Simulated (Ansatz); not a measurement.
## (Si)3/(Ge)13 zinc blende (001) superlattice on Si

A (001) superlattice of 3 double layers of Si and 13 of Ge (both in the zinc blende type), in-plane lattice that of Si; the cell holds Si6Ge26.

Computed with PBE (plane waves to 420 eV, PAW; Ansatz, a program for electronic structure). No spin–orbit coupling; PBE gaps are too small against experiment. Its k-point mesh 8×8×1, Fermi–Dirac width 0.01 eV.

```
Property                                                                              Result
---------------------------------------------------------------------  ---------------------
period                                                                               46.90 Å
in-plane lattice vector                                                              3.869 Å
strain of bulk Ge held on this lattice, in plane and along the normal  -5.03 %, then +3.50 %
PBE gap of the superlattice over the mesh and listed points off it             under 0.05 eV
```

```
Ge13Si3
1.0
    3.86904     0.00000     0.00000
    0.00000     3.86904     0.00000
    0.00000     0.00000    46.89849
Si Ge
6 26
Cartesian
  0.00000   0.00000   0.00059
  1.93452   0.00000   1.36225
  1.93452   1.93452   2.73020
  0.00000   1.93452   4.09769
  0.00000   0.00000   5.46564
  1.93452   0.00000   6.82730
  1.93452   1.93452   8.24907
  0.00000   1.93452   9.74009
  0.00000   0.00000  11.22656
  1.93452   0.00000  12.71442
  1.93452   1.93452  14.20354
  0.00000   1.93452  15.69307
  0.00000   0.00000  17.18246
  1.93452   0.00000  18.67122
  1.93452   1.93452  20.16066
  0.00000   1.93452  21.65045
  0.00000   0.00000  23.13994
  1.93452   0.00000  24.62873
  1.93452   1.93452  26.11826
  0.00000   1.93452  27.60813
  0.00000   0.00000  29.09765
  1.93452   0.00000  30.58644
  1.93452   1.93452  32.07594
  0.00000   1.93452  33.56572
  0.00000   0.00000  35.05517
  1.93452   0.00000  36.54393
  1.93452   1.93452  38.03332
  0.00000   1.93452  39.52284
  0.00000   0.00000  41.01196
  1.93452   0.00000  42.49983
  1.93452   1.93452  43.98629
  0.00000   1.93452  45.47731
```
